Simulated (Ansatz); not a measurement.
The starting structures come from a database of crystals and need not be the phases stable at ambient conditions.

Consider the following.

```
CELL_PARAMETERS angstrom
      5.75516     0.00000     0.00000
      0.00000     8.82454     0.00000
      2.87758     0.00000     2.87758
ATOMIC_POSITIONS crystal
  La 0.00000 0.85998 0.50000
  La 0.50000 0.14002 0.50000
  Cu 0.50000 0.50000 0.00000
  Cu 0.00000 0.50000 0.00000
  Se 0.00000 0.33079 0.50000
  Se 0.50000 0.66921 0.50000
  O  0.50000 0.00000 0.00000
  O  0.00000 0.00000 0.00000
```

Space group of this cell: P4/nmm. The cell is taken as given; by r2SCAN its mean pressure is -0.9 GPa.

Transport runs along the normal of the first two printed cell vectors, the (110) plane of the conventional cell.

The gap is the functional's own. No spin-orbit coupling. Mid-gap values are interpolated on the energy grid.

**Question.** Compute, with Ansatz (a quantum-chemistry and plane-wave program) with r2SCAN, the band gap and the smallest decay constant κ at mid-gap.

**Answer.** Gap 1.88 eV on a 10×4×10 mesh; κ = 0.204 1/Å, at the zone centre.
